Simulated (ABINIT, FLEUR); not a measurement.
An ABINIT input for a self-consistent single point of Sc (P6_3/mmc, 2 atoms in the cell) (DFT, PBE, plane waves, norm-conserving pseudopotentials (PseudoDojo nc-sr-05 PBE standard)):

```
# Sc, PseudoDojo nc-sr-05 PBE standard
pp_dirpath "./"
pseudos "Sc.upf"
acell 3*1.0
rprim
         3.0649466898   -5.3086433892    0.0000000000
         3.0649466898    5.3086433892    0.0000000000
         0.0000000000    0.0000000000    9.7596795432
natom 2
ntypat 1
znucl 21
typat 1 1
xcart
         1.6218999409    0.9364043675    1.2911500000
         1.6218999409   -0.9364043675    3.8734500000
      Angstrom
ecut 39 Ha
ixc 11
occopt 3
tsmear 0.1 eV
nband 16
kptopt 1
ngkpt 11 11 6
nshiftk 1
shiftk 0 0 0
nstep 50
tolvrs 1.0e-11
prtwf 0
prtden 0
prtvol 1
enunit 1
```

**Question.** Translate this input to FLEUR.

**Answer.** This is the input that was run; spellings and numerical settings could be chosen otherwise.

Input of the input generator:

```
scf Sc
&input film=f /
1.6218999409 -2.8092131024 0.0000000000
1.6218999409 2.8092131024 0.0000000000
0.0000000000 0.0000000000 5.1646000000
1.8897261246
1.0 1.0 1.0

2
21 0.3333333333 0.6666666667 0.2500000000
21 0.6666666667 0.3333333333 0.7500000000

&comp jspins=1 /
&kpt div1=11 div2=11 div3=6 gamma=t /
&end /
```

```xml
<?xml version="1.0" encoding="UTF-8" standalone="no"?>
<fleurInput fleurInputVersion="0.39">
   <comment>
      scf Sc                                                                                              
   </comment>
   <calculationSetup>
      <cutoffs Kmax="3.8" Gmax="11.4" GmaxXC="11.4" numbands="0"/>
      <scfLoop itmax="100" minDistance="0.00001" maxIterBroyd="40" imix="Anderson" alpha="0.05" precondParam="0.0" spinf="2.0"/>
      <coreElectrons ctail="T" frcor="F" kcrel="0" coretail_lmax="0"/>
      <xcFunctional name="pbe" relativisticCorrections="F"/>
      <magnetism jspins="1"/>
      <soc l_soc="F" theta="0.0" phi="0.0" spav="F"/>
      <expertModes spex="0" secvar="F"/>
      <geometryOptimization l_f="T" forcealpha="1.0" forcemix="BFGS" epsdisp="0.00001" epsforce="0.00001"/>
      <ldaU l_linMix="F" mixParam="0.05" spinf="1.0"/>
   </calculationSetup>
   <cell>
      <bzIntegration valenceElectrons="22.0" mode="hist" fermiSmearingEnergy="0.00367493">
         <kPointListSelection listName="default-1"/>
         <!-- k-points included here -->
         <xi:include xmlns:xi="http://www.w3.org/2001/XInclude" href="kpts.xml"> </xi:include>
      </bzIntegration>
      <!-- symmetry operations included here -->
      <xi:include xmlns:xi="http://www.w3.org/2001/XInclude" href="sym.xml"> </xi:include>
      <bulkLattice scale="1.0">
         <bravaisMatrix>
            <row-1>    3.0649466898059257    -5.3086433891738949     0.0000000000000000</row-1>
            <row-2>    3.0649466898059257     5.3086433891738949     0.0000000000000000</row-2>
            <row-3>    0.0000000000000000     0.0000000000000000     9.7596795431091596</row-3>
         </bravaisMatrix>
      </bulkLattice>
   </cell>
   <atomSpecies>
      <species name="Scandium (Sc)" element="Sc" atomicNumber="21">
         <mtSphere radius="2.63" gridPoints="925" logIncrement="0.013"/>
         <atomicCutoffs lmax="10" lnonsphr="8"/>
         <electronConfig flipSpins="F">
            <coreConfig>(1s1/2) (2s1/2) (2p1/2) (2p3/2)</coreConfig>
            <valenceConfig>(3s1/2) (3p1/2) (3p3/2) (4s1/2) (3d3/2) (3d5/2)</valenceConfig>
            <stateOccupation state="(3d3/2)" spinUp="0.2" spinDown="0.2"/>
            <stateOccupation state="(3d5/2)" spinUp="0.3" spinDown="0.3"/>
         </electronConfig>
         <energyParameters s="4" p="4" d="3" f="4"/>
         <lo type="SCLO" l="0" n="3" eDeriv="0"/>
         <lo type="SCLO" l="1" n="3" eDeriv="0"/>
      </species>
   </atomSpecies>
   <atomGroups>
      <atomGroup species="Scandium (Sc)">
         <relPos label="                   1">1.000/3.000 -1.000/3.000 1.000/4.000</relPos>
         <relPos label="                   2">-1.000/3.000 1.000/3.000 -1.000/4.000</relPos>
         <force calculate="T" relaxXYZ="TTT"/>
      </atomGroup>
   </atomGroups>
   <output dos="F" band="F" slice="F">
      <checks vchk="F" cdinf="F"/>
      <bandDOS minEnergy="-.5*Htr" maxEnergy="0.5*Htr" sigma="0.015" storeEVData="T"/>
      <vacuumDOS vacdos="F" integ="F" star="F" nstars="0" locx1="0.0" locy1="0.0" locx2="0.0" locy2="0.0" nstm="0" tworkf="0.0"/>
      <unfoldingBand unfoldBand="F" supercellX="1" supercellY="1" supercellZ="1"/>
      <plotting iplot="0" polar="F">
         <plot TwoD="T" vec1="  1.0  0.0  0.0" vec2="  0.0  1.0  0.0" vec3="  0.0  0.0  1.0" zero="  0.0  0.0  0.0" file="plot"/>
      </plotting>
      <chargeDensitySlicing numkpt="0" minEigenval="0.0" maxEigenval="0.0" nnne="0" pallst="F"/>
      <specialOutput eonly="F"/>
      <magneticCircularDichroism mcd="F" energyLo="-10.0" energyUp="0.0"/>
   </output>
  <!-- We include the file relax.xml here to enable relaxations (see documentation) -->
  <xi:include xmlns:xi="http://www.w3.org/2001/XInclude" href="relax.xml"> <xi:fallback/> </xi:include>
</fleurInput>
```

Basis settings and potentials, where a program has them, do not carry over. This input uses DFT, PBE, all-electron FLAPW (FLEUR), scalar-relativistic valence.

The starting cell has typed, rounded lattice constants, without a prior relaxation at this level. For this run, on top of that: lattice scaled by 0.98.
